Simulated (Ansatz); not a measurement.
Response to strain in Mo5Si3

Take Mo5Si3 (space group I4/mcm, No. 140; a = 9.604 Å, c = 4.872 Å) as the base. Axes: x, y, z lie along a, b, c of the conventional cell.

Strains are applied to the cell and any free atomic positions relax; under biaxial strain the out-of-plane vector relaxes too.

Level of theory: Kohn–Sham DFT with the PBEsol functional, run in Ansatz (an electronic-structure program) with PAW and 420 eV plane waves, no spin-orbit coupling.

Notes on the quantities. pressure: mean of the normal stresses, compression positive; energy relative to the base: free energy F.

| change | pressure | energy relative to the base | shortest interatomic distance |
|---|---|---|---|
| base | 0.0 GPa | 0 meV/atom | 2.436 Å |
| biaxial strain −4.52 %, plane normal [001], relaxed out of plane | 18.7 GPa | +106 meV/atom | 2.424 Å |
| biaxial strain −1.24 %, plane normal [001], relaxed out of plane | 4.7 GPa | +7.4 meV/atom | 2.458 Å |
| biaxial strain −0.45 %, plane normal [001], relaxed out of plane | 1.7 GPa | +1.0 meV/atom | 2.443 Å |
| isotropic strain +0.71 % | -5.2 GPa | +5.0 meV/atom | 2.453 Å |

A biaxial case was relaxed in a doubled cell and then solved in the primitive one. Without a gap, meshes like the base's 9×9×9 leave anisotropic stresses uncertain by several tenths of a GPa, and small strain energies with them. No phonon test of stability was made. The final runs are not spin-polarised.
